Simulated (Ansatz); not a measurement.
SiC (model structure, started from the rocksalt type, Fm-3m, No. 225, 2 atoms in the cell), treated with r²SCAN in Ansatz (plane waves, PAW).

Settings: plane-wave cutoff 560 eV, 24×24×24 k mesh, Fermi–Dirac smearing 0.05 eV, scalar-relativistic PAW data made under PBE.

Cell (relaxed at this level):

```yaml
crystal:
  lattice:
    - [0.00000, 2.01348, 2.01348]
    - [2.01348, 0.00000, 2.01348]
    - [2.01348, 2.01348, 0.00000]
  atoms:
    - { symbol: C, position: [0.00000, 0.00000, 0.00000] }
    - { symbol: Si, position: [0.50000, 0.50000, 0.50000] }
```

Task: Give the computed bulk modulus.

Result: 
- bulk modulus = 268 GPa

The run finds no gap.

Note: the bulk modulus is −V dP/dV from two relaxed cells at ±2 % in volume; the relaxation could raise the start's symmetry but not lower it, so the cell can be a saddle point.

Computed values are for the static lattice.

Cost on a shared machine: around 30 core-seconds (rough).

A model structure was made by putting elements into a prototype or built by hand; it is no filed structure, need not be a known phase, and can be a saddle point held by its symmetry.

Ansatz is an electronic-structure program.
